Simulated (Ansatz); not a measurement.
Al (Fm-3m), LDA, DFPT electron-phonon coupling, linearised Boltzmann equation in Ansatz (a quantum-chemistry and plane-wave program): Condition of this run: functional LDA. phonon-limited resistivity 2.36 μΩ·cm at 300 K, 3.28 μΩ·cm at 400 K, current-weighted mean free path 23 nm, Drude plasma energy 12.52 eV.

**Question.** Estimate the electronic thermal conductivity at 300 K by the Wiedemann-Franz law (L₀ = 2.44×10⁻⁸ W·Ω/K²).

**Answer.** L₀T/ρ = 2.44×10⁻⁸ × 300/(2.36×10⁻⁸) = 310 W/(m·K). Inelastic scattering puts the true Lorenz number somewhat under L₀ near and below the Debye temperature.

**Question.** Estimate the resistivity of a 80 nm square wire with diffuse walls from ρ ≈ ρ₀(1 + 3ℓ/4d).

**Answer.** 1 + 0.75 × 23/80 = 1.22, so ρ ≈ 2.87 μΩ·cm and a line 1 μm long has 4.48 Ω. The formula is the free-electron limit for d well above ℓ; grain boundaries add to it.

**Question.** What Drude relaxation time do resistivity and plasma energy imply?

**Answer.** ω_p = 1.90e16 s⁻¹, so τ = 1/(ε₀ ω_p² ρ) = 13.2 fs, a damping ħ/τ of 49.8 meV.

A metal at this level (no band gap). Only scattering by harmonic phonons is included (no impurities, grain boundaries, electron-electron scattering or thermal expansion). Spin-orbit coupling is left out. The run warned that the eigensolver left some states short of its tolerance. Halving the electron mesh (36x36x36) moves the resistivity by up to 2 % at 300 K, the mean free path by up to 2 %. Smearing 0.20 eV; phonons on a 6x6x6 q mesh, which this run doesn't test.
